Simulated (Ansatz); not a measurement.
Start from SiO₂ in the rutile structure (space group P4_2/mnm, No. 136; a = 4.155 Å, c = 2.661 Å).

Structures relaxed with LDA (Ansatz, a quantum-chemistry and plane-wave program), spin-orbit coupling left out.

Base:

Simulated powder pattern, Cu Kα1, λ = 1.54056 Å (kinematic, ideal powder, no thermal factors, no anomalous dispersion; the 10 strongest lines at most, above 2 %, up to 2θ = 90°):

| 2θ (°) | I/Imax (%) | hkl |
|---|---|---|
| 30.40 | 100 | (110) |
| 40.21 | 26 | (101) |
| 45.97 | 41 | (111) |
| 48.98 | 15 | (210) |
| 60.74 | 61 | (211) |
| 63.25 | 21 | (220) |
| 70.74 | 11 | (002) |
| 71.78 | 6.6 | (310) |
| 77.65 | 28 | (301) |
| 78.91 | 11 | (112) |

Modification: a negative pressure, −1 GPa.

Problem. Where do the lines fall after the change?

Solution. 
Simulated powder pattern, Cu Kα1, λ = 1.54056 Å (kinematic, ideal powder, no thermal factors, no anomalous dispersion; the 10 strongest lines at most, above 2 %, up to 2θ = 90°):

```tsv
2θ (°)	I/Imax (%)	hkl
30.36	100	(110)
40.17	25	(101)
45.93	41	(111)
48.91	15	(210)
60.67	61	(211)
63.16	20	(220)
70.68	11	(002)
71.68	6.6	(310)
77.55	28	(301)
78.83	11	(112)
```

The indices refer to the base's conventional cell; one index is shown for lines that coincide.

Load acts through the strain it causes; cell and atoms are relaxed under it. No phonon test of stability was made.
